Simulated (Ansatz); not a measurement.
Cost and result by functional for the surface energy of the (10-12) surface of hcp Os in its 1x1 cell, outermost plane spacing 0.54 Å in the ideal cut (one of several cuts of this face), in Ansatz (plane waves, PAW). Single points on the PBE structure, on one kind of machine; costs are rough ratios of the slab run's core time (references not counted) to the cheapest single point. r2SCAN's cost holds its higher cutoff (500 against 420 eV). Differences are taken against r2SCAN for comparison alone: no measured value is at hand, so the table doesn't rank accuracy.

Slab: 14 atoms, 10.2 Å thick at the start (thin: gaps and levels are the slab's own); k 14x6x1, smearing 0.1 eV, dipole-corrected; all atoms relaxed; start symmetry kept, larger cells not searched; no spin, no spin-orbit, no U. These notes are the PBE run's.

| functional | relative cost | surface energy (J/m²) | less r2SCAN (J/m²) |
|---|---|---|---|
| LDA | 1 | 4.40 | 0.31 |
| PBEsol | 1 | 4.26 | 0.18 |
| RPBE | 1 | 3.56 | -0.52 |
| r2SCAN | 2 | 4.08 | 0.00 |
| PBE (the relaxed run's value) | – | 3.80 | -0.28 |

The values span 0.83 J/m², while the single points' costs differ by a factor of roughly 2. Differences are of unrounded values.

Ansatz is a program for electronic structure.
